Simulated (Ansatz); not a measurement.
Start from PbTe in the rock salt structure (space group Fm-3m, No. 225; a = 6.534 Å). Axes: x, y, z lie along the cube axes.

The values are results of Ansatz (a quantum-chemistry and plane-wave program) r2SCAN, scalar-relativistic without spin-orbit coupling, not measurements.

One thing is altered: every lattice vector is shortened by 2.00 %, atoms relaxed at fixed cell.

Task: Predict the stress tensor and what it implies for the stiffness.

Result: Stress of the strained cell less that of the base (GPa, compression positive):
```
   2.92    0.00    0.00
   0.00    2.92    0.00
   0.00    0.00    2.92
```

Then B = −ΔP/(ΔV/V₀) with ΔV/V₀ = -0.0588 gives secant stiffness values (nonlinear terms included at this strain): B ≈ 50 GPa.

As a check, the harmonic strain energy −½ V₀ Δσ:ε is 19 meV/atom; the computed energy rise is 18 meV/atom.

Whether these cells are dynamically stable was not tested.
